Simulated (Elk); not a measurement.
Input and output of a self-consistent single point for W (Im-3m, 1 atom in the cell) (Elk).

Method: PBE, all-electron FP-LAPW, Elk's shipped species files, APW+lo basis with extra local orbitals run with Elk 10.2.4.

```
CELL_PARAMETERS angstrom
     -1.57210     1.57210     1.57210
      1.57210    -1.57210     1.57210
      1.57210     1.57210    -1.57210
ATOMIC_POSITIONS crystal
  W  0.00000 0.00000 0.00000
```

Reference input (self-consistent single point, DFT, PBE, all-electron FP-LAPW, Elk's shipped species files, APW+lo basis with extra local orbitals): xctype = 20; rgkmax = 8; stype = 3; swidth = 0.00367493 Ha; ngridk = 7 7 7; gmaxvr = 14 1/bohr; nxlo = 2; lorbcnd = true; rmtscf = 0.86; lmaxi = 2. This run's input differs from it in these lines:

```diff
@@ -28,3 +28,3 @@
 swidth
-  0.00367493
+  0.00183747
 
@@ -42,3 +42,3 @@
 ngridk
-  7 7 7
+  9 9 9
```

Log, with long lists cut:

```
│ Self-consistent loop started │
│ Loop number : 1 │
 total energy                :     -16166.5519420
│ Loop number : 2 │
 total energy                :     -16166.7593813
RMS change in Kohn-Sham potential (target) :   0.1587624223     (  0.1000000000E-05)
Absolute change in total energy (target)   :   0.2074392612     (  0.1000000000E-03)
│ Loop number : 3 │
 total energy                :     -16166.9436933
RMS change in Kohn-Sham potential (target) :   0.1526243812     (  0.1000000000E-05)
Absolute change in total energy (target)   :   0.2361718522     (  0.1000000000E-03)
│ Loop number : 4 │
   [... lines left out ...]
Absolute change in total energy (target)   :   0.7842870600E-03 (  0.1000000000E-03)
│ Loop number : 13 │
 total energy                :     -16166.2560271
RMS change in Kohn-Sham potential (target) :   0.1057485012E-05 (  0.1000000000E-05)
Absolute change in total energy (target)   :   0.1954258878E-03 (  0.1000000000E-03)
│ Loop number : 14 │
 total energy                :     -16166.2560375
RMS change in Kohn-Sham potential (target) :   0.1070845914E-06 (  0.1000000000E-05)
Absolute change in total energy (target)   :   0.5928672908E-04 (  0.1000000000E-03)
Convergence targets achieved

│ Loop number : 15 │

Energies :
 Fermi                       :     0.579032462643
 total energy                :     -16166.2560393

Density of states at Fermi energy :    31.44692075
 (states/Hartree/unit cell)

Estimated indirect band gap :   0.1060356617E-01
 from k-point      9 to k-point     28
Estimated direct band gap   :   0.3849107331E-01
 at k-point     28

Charges :
 core                        :    46.00000000
 valence                     :    28.00000000
 interstitial                :    2.239080519
 muffin-tins (core leakage)
  species :    1 (W)
   atom    1                 :    71.76091948     (  0.2097197502E-05)
 total in muffin-tins        :    71.76091948
 total calculated charge     :    73.99756382
 total charge                :    74.00000000
 error                       :   0.2436180139E-02

│ Self-consistent loop stopped │
```

The run converged in 15 iterations. The count includes the last loop, which Elk runs after its targets are met. Against the reference run the free energy drops by 71.1 meV/atom.

The starting cell has typed, rounded lattice constants, without a prior relaxation at this level. Its lattice was rescaled by up to half a per cent. Spin-orbit coupling is off. Spin polarisation is off. Values depend on the basis (sphere radii, cutoffs, local orbitals), which need not be converged. The log's line on a gap gives a spacing of levels on this mesh, which the program prints for metals too.
